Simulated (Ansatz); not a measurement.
System: cubic perovskite KMgF₃. Method: r²SCAN in Ansatz (PAW).

Run with plane-wave cutoff 600 eV, 6×6×6 k mesh, finite displacements, scalar-relativistic PAW data made under PBE.

The cell has the measured lattice parameters. Conventional cell: a = 3.9897 Å, b = 3.9897 Å, c = 3.9897 Å, α = 90.00°, β = 90.00°, γ = 90.00°.

Space group Pm-3m (No. 221); a = b = c = 3.9897 Å, α = β = γ = 90.00°

```tsv
atom	site	symmetry	x	y	z
K	1a	m-3m	0.0000	0.0000	0.0000
Mg	1b	m-3m	0.5000	0.5000	0.5000
F	3c	4/mm.m	0.0000	0.5000	0.5000
```

Harmonic phonon frequencies (cm⁻¹; i marks an imaginary mode; at Γ without the LO shift):

```tsv
q point	frequencies
Γ	0 0 0 156 156 156 194 194 194 293 293 293 466 466 466
```

Note: the cell isn't this level's own, so it is under some stress, which shifts stiffness and frequencies.

Ansatz is a quantum-chemistry and plane-wave program.
